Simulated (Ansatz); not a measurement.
Base system: MgS in the rock salt structure (space group Fm-3m, No. 225; a = 5.203 Å). Axes: x, y, z lie along the cube axes.

Method: r2SCAN in Ansatz (plane waves to 500 eV, PAW, no spin-orbit coupling).

Base values:

- Electron mass: 0.53 mₑ along k, 0.31 mₑ across (at X)

Perturbation: biaxial strain −1.50 %, plane normal [001], relaxed out of plane (Cartesian); in-plane vectors clamped, the third vector and the atoms free.

Question: How does this affect the electron mass?

Answer: The electron mass goes from 0.53 mₑ along k, 0.31 mₑ across (at X) to 0.51 mₑ along k, 0.30 mₑ across (at X).

Question: What happens to the out-of-plane strain?

Answer: The out-of-plane strain is +0.90 %.

The levels and masses belong to the bands next to the band gap. Effective masses come from finite differences of ±0.01 Å⁻¹. Along k means along the line from Γ to the band edge. Stability against distortions was not tested.

Ansatz is a first-principles code.
